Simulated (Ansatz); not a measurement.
Consider NaF in the rock salt structure (space group Fm-3m, No. 225; a = 4.629 Å). Axes: x, y, z lie along the cube axes.

The values are results of PBEsol in Ansatz (plane waves to 420 eV, PAW, scalar-relativistic without spin-orbit coupling), not measurements.

Strains are applied to the cell and any free atomic positions relax; under biaxial strain the out-of-plane vector relaxes too.

One change was made to it. Results:

```json
[
 {"quantity": "energy relative to the base (free energy F)", "base": "0 meV/atom", "after": "+0.2 meV/atom"},
 {"quantity": "band gap", "base": "6.20 eV", "after": "6.24 eV"},
 {"quantity": "volume per atom", "base": "12.40 Å³", "after": "12.30 Å³"},
 {"quantity": "pressure (mean of the normal stresses, compression positive)", "base": "0.00 GPa", "after": "0.39 GPa"}
]
```

### Question
Which change produced these results?
A) biaxial strain −0.50 %, plane normal [001], relaxed out of plane
B) biaxial strain +1.50 %, plane normal [001], relaxed out of plane
C) biaxial strain +1.00 %, plane normal [001], relaxed out of plane
D) biaxial strain −2.50 %, plane normal [001], relaxed out of plane
E) biaxial strain +3.00 %, plane normal [001], relaxed out of plane

### Answer
A, biaxial strain −0.50 %, plane normal [001], relaxed out of plane. For comparison, the band gap in the other runs: biaxial strain +1.00 %, plane normal [001], relaxed out of plane gives 6.12 eV; biaxial strain +1.50 %, plane normal [001], relaxed out of plane gives 6.08 eV; biaxial strain −2.50 %, plane normal [001], relaxed out of plane gives 6.40 eV; biaxial strain +3.00 %, plane normal [001], relaxed out of plane gives 5.96 eV.

Stability against distortions was not tested.

Ansatz is a quantum-chemistry and plane-wave program.
